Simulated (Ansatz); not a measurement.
LaZrNO2 (model structure, started from the LaTiNO2 type, I2₁2₁2₁, No. 24, 10 atoms in the cell), treated with r²SCAN+SOC (Ansatz, an electronic-structure program, plane waves, PAW).

Numerical settings: plane-wave cutoff 560 eV, 8×8×8 k mesh, Fermi–Dirac smearing 0.01 eV, PAW data made under PBE.

Cell (relaxed with PBEsol):

```cif
data_La2N2O4Zr2
_chemical_formula_sum 'La2 Zr2 N2 O4'
_space_group_name_H-M_alt 'P 1'
_space_group_IT_number 1
_cell_length_a 5.79465
_cell_length_b 5.79465
_cell_length_c 5.79465
_cell_angle_alpha 119.387
_cell_angle_beta 119.339
_cell_angle_gamma 91.108
loop_
_space_group_symop_operation_xyz
  'x, y, z'
loop_
_atom_site_label
_atom_site_type_symbol
_atom_site_fract_x
_atom_site_fract_y
_atom_site_fract_z
_atom_site_occupancy
La1 La 0.97783 0.75000 0.72783 1
La2 La 0.52217 0.25000 0.77217 1
Zr1 Zr 0.25000 0.51501 0.26501 1
Zr2 Zr 0.75000 0.98499 0.23499 1
N1 N 0.93458 0.68458 0.25000 1
N2 N 0.56542 0.81542 0.75000 1
O1 O 0.38905 0.75000 0.13905 1
O2 O 0.11095 0.25000 0.36095 1
O3 O 0.93876 0.18876 0.75000 1
O4 O 0.56124 0.31124 0.25000 1
```

**Question.** What does this level give for the band gap and Γ–Γ gap?

**Answer.** 
- band gap: 2.69 eV (on the SCF k mesh)
- Γ–Γ gap: 3.10 eV

Note: the relaxation could raise the start's symmetry but not lower it, so the cell can be a saddle point; cell and atoms aren't relaxed at this level (largest force component 0.13 eV/Å, pressure 3.8 GPa).

It cost around 22 core-minutes (rough) of CPU time.

A model structure was made by putting elements into a prototype or built by hand; it is no filed structure, need not be a known phase, and can be a saddle point held by its symmetry.
